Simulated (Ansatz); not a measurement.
Partial pair distribution functions of a relaxed model of amorphous Si24O51La2, broadened by 0.06 Å; density 2.51 g/cm³. All values below come from PBE, scalar-relativistic without spin-orbit coupling (plane waves to 420 eV, PAW; Ansatz, an electronic-structure program).

A CHGNet melt-quench gave the starting glass, which DFT then relaxed. O atoms were pushed apart under 1.9 Å during the dynamics, to hinder bonds among them. The hot cell started wider than the set density and was brought back towards it in steps. It is the lowest in DFT energy of 2 quenches. It is a model cell: composition and starting density were chosen by hand, and all elements were melted together. No dispersion term was used. Its density started from a set value of 2.51 and ended at 2.51 g/cm³. The simulated quench (nominally 400 K/ps over its main leg) is rapid and tends to freeze in more defects than a deposited or slowly cooled glass has. Values belong to this one cell and scatter from quench to quench. The volume was held where the preparation left it and the shape relaxed, at a PBE pressure of 0.5 GPa. Stress components on the final sampling reach 0.5 GPa.

```json
[
 {"r (Å)": "1.35", "g Si-O": "0.00", "g O-La": "0.00", "g Si-Si": "0.00", "g O-O": "0.00"},
 {"r (Å)": "1.45", "g Si-O": "0.32", "g O-La": "0.00", "g Si-Si": "0.00", "g O-O": "0.00"},
 {"r (Å)": "1.55", "g Si-O": "7.83", "g O-La": "0.00", "g Si-Si": "0.00", "g O-O": "0.00"},
 {"r (Å)": "1.65", "g Si-O": "16.37", "g O-La": "0.00", "g Si-Si": "0.00", "g O-O": "0.00"},
 {"r (Å)": "1.75", "g Si-O": "2.89", "g O-La": "0.00", "g Si-Si": "0.00", "g O-O": "0.00"},
 {"r (Å)": "1.85", "g Si-O": "0.04", "g O-La": "0.00", "g Si-Si": "0.00", "g O-O": "0.00"},
 {"r (Å)": "1.95", "g Si-O": "0.00", "g O-La": "0.01", "g Si-Si": "0.00", "g O-O": "0.00"},
 {"r (Å)": "2.05", "g Si-O": "0.00", "g O-La": "0.43", "g Si-Si": "0.00", "g O-O": "0.00"},
 {"r (Å)": "2.15", "g Si-O": "0.00", "g O-La": "3.24", "g Si-Si": "0.00", "g O-O": "0.00"},
 {"r (Å)": "2.25", "g Si-O": "0.00", "g O-La": "4.54", "g Si-Si": "0.00", "g O-O": "0.00"},
 {"r (Å)": "2.35", "g Si-O": "0.00", "g O-La": "1.44", "g Si-Si": "0.00", "g O-O": "0.01"},
 {"r (Å)": "2.45", "g Si-O": "0.00", "g O-La": "1.17", "g Si-Si": "0.00", "g O-O": "0.53"},
 {"r (Å)": "2.55", "g Si-O": "0.00", "g O-La": "1.55", "g Si-Si": "0.00", "g O-O": "3.42"},
 {"r (Å)": "2.65", "g Si-O": "0.03", "g O-La": "1.10", "g Si-Si": "0.03", "g O-O": "5.90"},
 {"r (Å)": "2.75", "g Si-O": "0.07", "g O-La": "0.36", "g Si-Si": "0.80", "g O-O": "3.97"},
 {"r (Å)": "2.85", "g Si-O": "0.09", "g O-La": "0.78", "g Si-Si": "2.30", "g O-O": "1.22"},
 {"r (Å)": "2.95", "g Si-O": "0.21", "g O-La": "0.67", "g Si-Si": "2.48", "g O-O": "0.36"},
 {"r (Å)": "3.05", "g Si-O": "0.51", "g O-La": "0.40", "g Si-Si": "3.53", "g O-O": "0.32"},
 {"r (Å)": "3.15", "g Si-O": "0.48", "g O-La": "0.02", "g Si-Si": "4.91", "g O-O": "0.35"},
 {"r (Å)": "3.25", "g Si-O": "0.59", "g O-La": "0.06", "g Si-Si": "1.57", "g O-O": "0.52"},
 {"r (Å)": "3.35", "g Si-O": "0.57", "g O-La": "0.49", "g Si-Si": "0.07", "g O-O": "0.71"},
 {"r (Å)": "3.45", "g Si-O": "0.56", "g O-La": "0.31", "g Si-Si": "0.00", "g O-O": "0.62"},
 {"r (Å)": "3.55", "g Si-O": "0.87", "g O-La": "0.46", "g Si-Si": "0.09", "g O-O": "0.49"},
 {"r (Å)": "3.65", "g Si-O": "1.51", "g O-La": "0.20", "g Si-Si": "0.21", "g O-O": "0.62"},
 {"r (Å)": "3.75", "g Si-O": "1.74", "g O-La": "0.24", "g Si-Si": "0.40", "g O-O": "0.69"},
 {"r (Å)": "3.85", "g Si-O": "1.77", "g O-La": "0.54", "g Si-Si": "0.28", "g O-O": "0.78"},
 {"r (Å)": "3.95", "g Si-O": "1.81", "g O-La": "1.16", "g Si-Si": "0.48", "g O-O": "0.81"},
 {"r (Å)": "4.05", "g Si-O": "1.80", "g O-La": "0.95", "g Si-Si": "0.58", "g O-O": "0.79"},
 {"r (Å)": "4.15", "g Si-O": "1.98", "g O-La": "0.77", "g Si-Si": "0.49", "g O-O": "0.75"},
 {"r (Å)": "4.25", "g Si-O": "1.68", "g O-La": "1.36", "g Si-Si": "0.61", "g O-O": "0.67"},
 {"r (Å)": "4.35", "g Si-O": "1.25", "g O-La": "1.57", "g Si-Si": "0.85", "g O-O": "0.68"},
 {"r (Å)": "4.45", "g Si-O": "0.73", "g O-La": "1.94", "g Si-Si": "1.22", "g O-O": "0.99"},
 {"r (Å)": "4.55", "g Si-O": "0.62", "g O-La": "1.40", "g Si-Si": "1.22", "g O-O": "1.01"},
 {"r (Å)": "4.65", "g Si-O": "0.73", "g O-La": "1.86", "g Si-Si": "1.27", "g O-O": "1.14"},
 {"r (Å)": "4.75", "g Si-O": "0.76", "g O-La": "2.17", "g Si-Si": "1.46", "g O-O": "1.44"},
 {"r (Å)": "4.85", "g Si-O": "0.66", "g O-La": "1.39", "g Si-Si": "1.26", "g O-O": "1.28"},
 {"r (Å)": "4.95", "g Si-O": "0.62", "g O-La": "0.84", "g Si-Si": "1.21", "g O-O": "1.35"},
 {"r (Å)": "5.05", "g Si-O": "0.62", "g O-La": "0.89", "g Si-Si": "1.17", "g O-O": "1.63"},
 {"r (Å)": "5.15", "g Si-O": "0.69", "g O-La": "0.94", "g Si-Si": "1.28", "g O-O": "1.48"},
 {"r (Å)": "5.25", "g Si-O": "0.80", "g O-La": "0.96", "g Si-Si": "1.14", "g O-O": "1.46"}
]
```

Within 1.90 Å each Si has 4.00 O neighbours on average.
